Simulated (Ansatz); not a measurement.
Base system: PbS in the rock salt structure (space group Fm-3m, No. 225; a = 5.8450 Å).

Calculations: LDA (Ansatz, an electronic-structure program; PAW; 420 eV plane waves; no spin-orbit coupling).

Before the change:

Pressure: 0.00 GPa

Modification: the cell is scaled by 1.0050 in all directions; the atoms relax in the strained cell.

Task: What does the calculation give for the pressure after the change?

Result: The pressure goes from zero to -0.93 GPa.

Task: What happens to the energy relative to the base?

Result: The energy goes up by 1.1 meV/atom.

Whether these cells are dynamically stable was not tested.
